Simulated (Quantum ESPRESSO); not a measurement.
Input and output of a self-consistent single point for Rb (Im-3m, 1 atom in the cell) (Quantum ESPRESSO).

Method of the run: LDA (PW92), PseudoDojo standard norm-conserving (LDA) pseudopotentials (plane waves; Quantum ESPRESSO 7.5).

The change in words: lattice scaled by 0.98; ecutrho: default → 450 Ry. Reference geometry:
```
Rb
1.0
    2.83347     2.83347     2.83347
   -2.83347     2.83347     2.83347
   -2.83347    -2.83347     2.83347
Rb
1
Direct
  0.00000   0.00000   0.00000
```

Reference input (self-consistent single point, DFT, LDA (PW92), plane waves, PseudoDojo standard norm-conserving (LDA) pseudopotentials): ecutwfc = 45 Ry; occupations = smearing; smearing = fd; degauss = 0.0073499 Ry; potentials = {Rb: Rb.upf}; K_POINTS = automatic 7 7 7 0 0 0; conv_thr = 1e-08 Ry. This run's input differs from it in these lines:

```diff
@@ -10,3 +10,3 @@
   ibrav = 3
-  A = 5.666950000
+  A = 5.553612000
   nat = 1
@@ -14,2 +14,3 @@
   ecutwfc = 45
+  ecutrho = 450
   occupations = 'smearing'
```

Output (repeated stretches shortened):

```
     Self-consistent Calculation

     iteration #  1     ecut=    45.00 Ry     beta= 0.70

     Threshold (ethr) on eigenvalues was too large:
     Diagonalizing with lowered threshold

     c_bands:  1 eigenvalues not converged

     total energy              =     -54.21664401 Ry
     estimated scf accuracy    <       0.00115897 Ry

     iteration #  2     ecut=    45.00 Ry     beta= 0.70

     total energy              =     -54.21686743 Ry
     estimated scf accuracy    <       0.00007590 Ry

     iteration #  3     ecut=    45.00 Ry     beta= 0.70

     total energy              =     -54.21687469 Ry
     estimated scf accuracy    <       0.00000489 Ry

     iteration #  4     ecut=    45.00 Ry     beta= 0.70

     total energy              =     -54.21687501 Ry
     estimated scf accuracy    <       0.00000003 Ry

     iteration #  5     ecut=    45.00 Ry     beta= 0.70
     End of self-consistent calculation

     the Fermi energy is     2.0082 ev

!    total energy              =     -54.21687503 Ry
     estimated scf accuracy    <          2.4E-09 Ry
     smearing contrib. (-TS)   =      -0.00206953 Ry
     internal energy E=F+TS    =     -54.21480551 Ry

     convergence has been achieved in   5 iterations

     Forces acting on atoms (cartesian axes, Ry/au):

     atom    1 type  1   force =     0.00000000    0.00000000    0.00000000

     Total force =     0.000000     Total SCF correction =     0.000000

          total   stress  (Ry/bohr**3)                   (kbar)     P=       -3.00
  -0.00002041   0.00000000  -0.00000000           -3.00        0.00       -0.00
   0.00000000  -0.00002041   0.00000000            0.00       -3.00        0.00
  -0.00000000   0.00000000  -0.00002041           -0.00        0.00       -3.00

   JOB DONE.
```

The run converged in 5 iterations. Against the reference run the free energy falls by 12.0 meV/atom and the pressure goes from -0.43 to -0.30 GPa.

The starting cell has typed, rounded lattice constants, without a prior relaxation at this level. Its lattice was rescaled by up to half a per cent. For this run, on top of that: lattice scaled by 0.98.
